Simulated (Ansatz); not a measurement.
AlP (model structure, Pm-3m, No. 221), treated with PBE in Ansatz (PAW).

The input as run:

Ansatz 0.2 input:
```yaml
crystal:
  lattice:
    - [3.0909532167, 0.0, 0.0]
    - [0.0, 3.0909532167, 0.0]
    - [0.0, 0.0, 3.0909532167]
  atoms:
    - { symbol: Al, position: [0.0, 0.0, 0.0] }
    - { symbol: P, position: [0.5, 0.5, 0.5] }
basis:
  ecutwfc: 520
  ecutrho_ratio: 4
  xc_grid: 2
kpoints:
  mp_grid: { grid: [18, 18, 18] }
hamiltonian:
  xc: pbe
  dispersion: none
  pseudopotentials: { kind: paw }
scf:
  occupations: { method: fermi_dirac, width: 0.05 }
  convergence: { dr2_threshold: 0.0000000002 }
output:
  forces: true
  stress: true
  eigenvalues: true
```

The run printed, among other lines:

```
Crystal: 2 atoms, lattice volume = 29.531 Å³
Basis set: ecut = 520 eV, 799 PW (Γ), exchange–correlation on 48×48×48 points (8 copies of the dense FFT grid, shifted against one another)
Bands: 8, of which v1, the nominal top of the filled ones, is band 4 counted from 1 (3 counted from 0)
Symmetry: 48 space group operations
Space group: Pm-3m (ITA 221), of the structure as read, at distance tolerance 3.1e-5 Å
k-points: 220 of 5832
Functional: x = pbe(κ = 0.804, μ = 0.2195149727645171), c = pbe(β = 0.06672455060314922)
SCF iter   1: F=—  HF=-1292.960079 eV  |F-HF|=—  |Δ(HF+E_count)|=         —  Δρ=3.38e-3  dr2=6.28e-3
SCF iter   2: F=—  HF=-1292.958439 eV  |F-HF|=—  |Δ(HF+E_count)|=   1.64e-3  Δρ=1.63e-3  dr2=1.47e-3
  ...
SCF iter   5: F=—  HF=-1292.957983 eV  |F-HF|=—  |Δ(HF+E_count)|=   5.20e-7  Δρ=2.44e-6  dr2=1.56e-9
SCF iter   6: F=-1292.957983 eV  HF=-1292.957983 eV  |F-HF|=3.64e-12  |Δ(HF+E_count)|=  2.83e-10  Δρ=2.45e-7  dr2=8.43e-12
SCF 1 converged in 6 iterations: F = -1292.957983 eV  dr2 = 8.43e-12
SCF converged after 6 iterations
Free energy (F): -1292.957983 eV
Internal energy: -1292.949495 eV  (E = F + TS)
E sigma→0 (E₀):  -1292.953739 eV
Fermi energy:    9.910420 eV
--- Stress (GPa, compression-positive) ---
        2.674399       0.000000       0.000000
       -0.000000       2.674399       0.000000
       -0.000000       0.000000       2.674399
  P = ⅓ Tr σ = 2.6744 GPa (26.744 kbar)
```

Note: the cell keeps the symmetry of its start, so it can be a saddle point. Note: cell and atoms aren't relaxed at this level (pressure 2.7 GPa).

The result took very roughly 6 core-seconds.

A model structure was made by putting elements into a prototype or built by hand; it is no filed structure, need not be a known phase, and can be a saddle point held by its symmetry.

Ansatz is an electronic-structure program.
